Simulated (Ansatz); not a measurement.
Substrate model: Si(111) 1x1 surface, 6 top atoms, 3 bilayers, bottom bilayer H-capped and fixed, every top atom capped by H; cell 11.5 x 6.6 Å; two neighbouring H replaced by OH; about 7 Å thick over the host's atoms, 18 atoms held. These are PBE-D3(BJ) (plane waves to 420 eV, PAW; Ansatz, a first-principles code) values and carry that method's errors. Sampling: 1x2x1 k points. The slab states were run without spin polarisation. Results hold for this slab, coverage and mesh. Electronic energies at 0 K: ends relaxed, saddle points by climbing-image NEB or a search from the band's top, no zero-point energy. A partial Hessian shows a single imaginary mode at the top, within the atoms moved. The ends were relaxed from one prepared geometry each.

The reaction: H2O attacks the fragment of BH3 (twice exchanged) and H2 forms. It starts from the surface left by an earlier step (the surface fragment of BH3 exchanges a second ligand with a neighbouring O-H group), after H2 has left. Bonds to break: B(a0)-H(a3), O(c0)-H(c1). Bonds to form or keep: B(a0)-O(c0), H(a3)-H(c1).

Relaxed start, atoms near the reaction:

```csv
atom,x (Å),y (Å),z (Å)
Si(1),2.074,3.366,9.507
H(14),0.022,0.101,11.044
Si(15),3.838,-0.019,9.381
Si(16),5.583,3.354,9.509
Si(18),3.833,4.472,8.482
H(29),3.848,-0.176,10.890
O(46),5.066,3.374,11.090
O(48),2.563,3.423,11.100
B(a0),3.825,3.468,11.774
H(a3),3.828,4.174,12.758
O(c0),3.812,1.843,12.664
H(c1),2.902,1.750,12.999
H(c2),3.920,1.118,12.005
```

Question: Is there a barrier, and what are it and the reaction energy?

Answer: Barrier 0.97 eV forward and 1.90 eV back, reaction energy -0.93 eV (the top comes from a saddle search started at the highest image of an unfinished band).

Question: How long are the bonds that change, at the top of the path?

Answer: 
| pair | start (Å) | top (Å) | end (Å) |
|---|---|---|---|
| B(a0)-H(a3) | 1.21 | 1.40 | 3.94 |
| B(a0)-O(c0) | 1.85 | 1.60 | 1.37 |
| H(a3)-H(c1) | 2.60 | 1.07 | 0.75 |
| O(c0)-H(c1) | 0.97 | 1.24 | 3.20 |

Here BH3 is the monomer.
